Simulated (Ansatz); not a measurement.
The starting structures come from a database of crystals and need not be the phases stable at ambient conditions.

Input:

```
CELL_PARAMETERS angstrom
      6.21095     0.00000     0.00000
      0.00000     6.21095     0.00000
      0.00000     0.00000     4.31240
ATOMIC_POSITIONS crystal
  V  0.50000 0.00000 0.38190
  V  0.00000 0.50000 0.61810
  P  0.50000 0.50000 0.50000
  P  0.00000 0.00000 0.50000
  O  0.00000 0.50000 0.25271
  O  0.50000 0.00000 0.74729
  O  0.29848 0.49992 0.71160
  O  0.00008 0.79848 0.71160
  O  0.70152 0.50008 0.71160
  O  0.99992 0.20152 0.71160
  O  0.20152 0.00008 0.28840
  O  0.49992 0.70152 0.28840
  O  0.79848 0.99992 0.28840
  O  0.50008 0.29848 0.28840
```

Space group of this cell: P4/nmm. The cell was relaxed by PBE-D3(BJ); by r2SCAN its mean pressure is -3.9 GPa.

Transport runs along the normal of the first two printed cell vectors, the (001) plane of the conventional cell.

The gap is the functional's own. No spin-orbit coupling. Mid-gap values are interpolated on the energy grid.

**Question.** Compute, with r2SCAN (Ansatz, an electronic-structure program), the band gap and the smallest decay constant κ at mid-gap.

**Answer.** Gap 1.72 eV on a 6×6×8 mesh; κ = 0.433 1/Å, at the zone centre.
